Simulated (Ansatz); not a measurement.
PdGeS3 (C2/m, No. 12, 10 atoms in the cell; start mp-541785) was calculated with PBEsol+SOC in Ansatz (PAW).

Numerical settings: plane-wave cutoff 520 eV, 8×8×4 k mesh (along the axes of the cell as run), Fermi–Dirac smearing 0.01 eV, PAW data made under PBE.

Cell (relaxed with PBE-D3(BJ)):

```
CELL_PARAMETERS angstrom
      7.04540    -1.73921     0.01130
      7.04540     1.73921     0.01130
     -2.61928     0.00000     8.55978
ATOMIC_POSITIONS crystal
  Ge 0.08632 0.08632 0.31363
  Ge 0.91368 0.91368 0.68637
  Pd 0.38549 0.38549 0.02778
  Pd 0.61451 0.61451 0.97222
  S  0.63043 0.63043 0.47784
  S  0.36957 0.36957 0.52216
  S  0.17940 0.17940 0.14733
  S  0.82060 0.82060 0.85267
  S  0.92044 0.92044 0.20956
  S  0.07956 0.07956 0.79044
```

Estimate the band gap, smallest direct gap on the k points sampled and direct gap at Γ that the calculation returns.


- band gap: 0.98 eV (indirect)
- smallest direct gap on the k points sampled: 1.24 eV
- direct gap at Γ: 1.91 eV

Note: cell and atoms aren't relaxed at this level (largest force component 0.24 eV/Å, pressure -1.0 GPa).

Computing time: about 8 core-minutes (a rough figure).

A start named mp-… is a Materials Project structure, which need not be a measured phase.

Ansatz is a quantum-chemistry and plane-wave program.
